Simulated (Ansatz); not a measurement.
## Several settings converged on Al3Sc (Pm-3m, 4 atoms in the cell)

```xyz
4
Lattice="4.0877 0.0000 0.0000 0.0000 4.0877 0.0000 0.0000 0.0000 4.0877" Properties=species:S:1:pos:R:3 pbc="T T T"
Sc     0.0000     0.0000     0.0000
Al     0.0000     2.0438     2.0438
Al     2.0438     0.0000     2.0438
Al     2.0438     2.0438     0.0000
```

Base method: PBE (plane waves, PAW; Ansatz, an electronic-structure program).

Base settings: basis.ecutwfc = 420 eV; kpoints.mp_grid.grid = 8 8 8; hamiltonian.xc = pbe; hamiltonian.pseudopotentials = {kind: paw} (the program's default PAW files); scf.occupations.method = fermi_dirac; scf.occupations.width = 0.1 eV.

The count of work is k-points × plane waves × bands × iterations; it is no time. Core times come from one kind of shared machine, to one figure; runs under 30 s give none.

**Zone-centre phonons against the mesh**

In this ladder: phonons.method = dfpt.

Frequencies are those of the unrelaxed cell, without the LO-TO term of polar crystals.

Only quantities that move along the ladder and can be compared are tabulated.

| kpoints.mp_grid.grid | highest zone-centre frequency (cm⁻¹) | lowest optical frequency (cm⁻¹) | core time / last (rough) |
|---|---|---|---|
| 2 2 2 | 279.6 | 212.9 | – |
| 3 3 3 | 345.1 | 237.2 | – |
| 4 4 4 | 331.7 | 231.9 | – |
| 5 5 5 | 342.4 | 234.6 | – |
| 6 6 6 | 336.0 | 236.3 | – |
| 10 10 10 | 335.2 | 237.6 | 0.1 |
| 12 12 12 | 335.9 | 237.6 | 0.2 |
| 15 15 15 | 336.4 | 237.3 | 0.3 |
| 18 18 18 | 336.3 | 237.4 | 1 |

Coarsest kpoints.mp_grid.grid that holds the lowest optical frequency within 10 cm⁻¹ of the last step, with all finer ones: 3 3 3; the step before is off by 25 cm⁻¹.

Coarsest kpoints.mp_grid.grid that holds the highest zone-centre frequency within 2 cm⁻¹ of the last step, with all finer ones: 6 6 6; the step before is off by 6.1 cm⁻¹.

**The size of a vacancy's supercell**

On Al3Sc (Pm-3m, 8 atoms in the cell), and larger cells.

Steps: 2 x 1 x 1 supercell, one Al atom taken out, nothing relaxed; 2 x 2 x 1 supercell, one Al atom taken out, nothing relaxed; and so on, with the mesh thinned in proportion.

Only quantities that move along the ladder and can be compared are tabulated.

| atoms | energy of the cell with the vacancy less the whole one (holds the removed atom on the program's zero: only its change counts) (eV) | count of work / last | core time / last (rough) |
|---|---|---|---|
| 8 | 539.248 | 0.062 | – |
| 16 | 539.086 | 0.17 | 0.09 |
| 32 | 538.964 | 0.22 | 0.1 |
| 48 | 538.977 | 0.59 | 0.3 |
| 72 | 538.971 | 1.0 | 1 |

Smallest size that holds the energy of the cell with the vacancy less the whole one (holds the removed atom on the program's zero: only its change counts) within 0.05 eV of the last step, with all finer ones: 32, at 0.22 of the last step's count of work and about 0.1 of the last step's time; the step before is off by 0.12 eV.

On the base run: the starting cell has typed, rounded lattice constants, without a prior relaxation at this level. Its lattice was rescaled by up to half a per cent.

Left out of this page: 1 run of the series stopped by limits of time or memory.

Keys are those of Ansatz 0.2.
